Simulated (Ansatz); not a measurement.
Defect: interstitial O in monoclinic ZrO2 strained by -1.5 % along x and y, z held, charge state -2. Level of theory: PBE, PAW (plane waves to 420 eV; Ansatz, a first-principles code).

96-site cell at the strained lattice (strain from the relaxed PBE one, atoms relaxed), the Γ point alone, smearing 0.01 eV, spin-restricted, no finite-size correction. Energies are static. The charge state is imposed; whether it is stable for some Fermi level was not computed. Sites that were not tried may lie lower.

Barriers: single points on a 2×2×2 k-point mesh shifted by half a step at the bands' geometries.

The step: several atoms move together, O the farthest; the atom moves 1.08 Å along (-0.09, -0.13, -0.14) of the unit cell; the moving atom starts with neighbours O at 2.39, O at 2.41, O at 2.54, O at 2.64, O at 2.65, O at 2.66; Zr at 2.10, 2 Zr at 2.17, Zr at 2.63 Å and ends with O at 2.39, O at 2.42, O at 2.53, O at 2.59, O at 2.62; Zr at 2.07, Zr at 2.11, Zr at 2.22 Å.

Problem. Predict the migration barrier of this step from PBE, PAW.

Solution. 0.19 eV, the same both ways. At the saddle the moving atom has neighbours O at 2.37, O at 2.44, 2 O at 2.64, O at 2.66, O at 2.68; Zr at 2.12, Zr at 2.13, Zr at 2.18 Å. The saddle point's order was not checked.
